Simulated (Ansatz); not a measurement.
Zr under load (space group P6_3/mmc), PBEsol, DFPT electron-phonon coupling, linearised Boltzmann equation in Ansatz (a first-principles code). Condition of this run: biaxial stress xx = yy = -3 GPa (compression positive) (the target of the relaxation). Phonon-limited resistivity 56.4 μΩ·cm at 300 K along x (a = (3.25, 0.00, 0.00) Å; b = (-1.62, 2.81, 0.00) Å; c = (0.00, 0.00, 5.03) Å), 75.4 μΩ·cm at 400 K, current-weighted mean free path 3.0 nm, Drude plasma energy 4.07 eV.

Q: What temperature coefficient of resistance follows, and how does it compare with 1/T?

A: (ρ₄₀₀ − ρ₃₀₀)/(100 K × ρ₃₀₀) = 3.37×10⁻³ K⁻¹, against 1/T = 3.33×10⁻³ K⁻¹ for a resistivity proportional to T. Impurities would add a constant and lower it.

Q: What is the classical skin depth at 1 GHz (nonmagnetic, μ₀ = 1.257×10⁻⁶ H/m)?

A: δ = √(ρ/(π f μ₀)) = 12000 nm.

Q: Estimate the resistivity of a 20 nm square wire with diffuse walls from ρ ≈ ρ₀(1 + 3ℓ/4d).

A: 1 + 0.75 × 3.0/20 = 1.11, so ρ ≈ 62.7 μΩ·cm and a line 1 μm long has 1570 Ω. The formula is the free-electron limit for d well above ℓ; grain boundaries add to it.

A metal at this level (no band gap). Only scattering by harmonic phonons is included (no impurities, grain boundaries, electron-electron scattering or thermal expansion). Spin-orbit coupling is left out. Halving the electron mesh (28x28x16) moves the resistivity by up to 7 % at 300 K, the mean free path by up to 5 %. Smearing 0.20 eV; phonons on a 5x5x3 q mesh, which this run doesn't test.
